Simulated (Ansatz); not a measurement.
Cost and result by functional for the adsorption energy of NH3 on the 1x1 (0001) surface of corundum (cut with top plane Al), one in a 1x1 cell, started at the site 'hollow Al-O-O-O over O at depth 2.3 Å #2', in Ansatz (plane waves, PAW). Single points on the PBE structure, on one kind of machine; costs are rough ratios of the slab run's core time (references not counted) to the cheapest single point. r2SCAN's cost holds its higher cutoff (500 against 420 eV). Differences are taken against HSE06 for comparison alone: no measured value is at hand, so the table doesn't rank accuracy. HSE06 ran on a coarser k-mesh, which lowers its cost and may carry part of its shift.

Host crystal: corundum, with a band gap (PBE, scalar-relativistic without spin-orbit coupling).

Model: 24-atom slab, 6.7 Å thick at the start under the adsorbate (thin: gaps and levels are the slab's own), 6x6x1 mesh, Fermi-Dirac 0.01 eV, dipole correction, 9 atoms held, the rest relaxed; no symmetry held; no spin, no spin-orbit, no U, no dispersion correction. At the end it is bonded to Al. In PBE it is, or lies within 0.03 eV of, the lowest of the starts that converged. These notes are the PBE run's. Adsorption energies are against NH3(g). A negative adsorption energy means that the adsorbate is more stable on the surface than in its reference.

```
functional                     relative cost  adsorption energy (eV)  less HSE06 (eV)
-----------------------------  -------------  ----------------------  ---------------
RPBE                                       1                   -0.77             0.26
r2SCAN                                     2                   -1.18            -0.14
HSE06                                     10                   -1.03             0.00
PBE (the relaxed run's value)              –                   -1.00             0.03
```

The values span 0.40 eV, while the single points' costs differ by a factor of roughly 10. Differences are of unrounded values.

Ansatz is a quantum-chemistry and plane-wave program.
